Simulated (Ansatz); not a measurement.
Results of LDA (Ansatz, an electronic-structure program, PAW) for GaN (model structure, started from the BeO type, P4₂/mnm, No. 136, 8 atoms in the cell).

Run with plane-wave cutoff 520 eV, 6×6×10 k mesh (along the axes of the cell as run), Fermi–Dirac smearing 0.01 eV, scalar-relativistic PAW data made under PBE.

Cell (relaxed at this level):

Space group P4₂/mnm (No. 136); a = 5.4172 Å, b = 5.4172 Å, c = 3.1539 Å, α = 90.00°, β = 90.00°, γ = 90.00°

| atom | site | symmetry | x | y | z |
|---|---|---|---|---|---|
| Ga | 4g | m.2m | 0.1793 | 0.1793 | 0.5000 |
| N | 4f | m.2m | 0.3173 | 0.3173 | 0.0000 |

Q: Give the computed band gap.

A: 
- band gap: 2.11 eV

Note: the relaxation could raise the start's symmetry but not lower it, so the cell can be a saddle point.

Spin–orbit coupling is not included.

The computed numbers hold no vibrational or temperature effects.

Cost on a shared machine: very roughly 23 core-seconds.

A model structure was made by putting elements into a prototype or built by hand; it is no filed structure, need not be a known phase, and can be a saddle point held by its symmetry.
